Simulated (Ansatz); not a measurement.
Consider an 8-atom supercell of Au in the fcc (Cu type) structure (space group Fm-3m, No. 225; a = 4.124 Å) at its relaxed geometry.

Level of theory: r2SCAN (Ansatz, a first-principles code, PAW, without spin-orbit coupling), earlier PAW set.

Base values:

The pressure is 0.0 GPa.

Now apply this change: a neutral Li interstitial (started 1.75 Å from the nearest host atom), atoms relaxed at fixed cell, starting from a slightly rattled geometry.

Estimate the effect on the largest displacement of a host atom from its site in the perfect cell, final site of the added atom and pressure.

The largest displacement of a host atom from its site in the perfect cell amounts to 0.11 Å; the final site of the added atom comes out as 6 Au at 2.17 Å (octahedral); the pressure goes from zero to 16.1 GPa.

The cell is small, so the values are those of an ordered compound at a high defect concentration; dilute-limit values will differ. The defect cell is not spin-polarised.
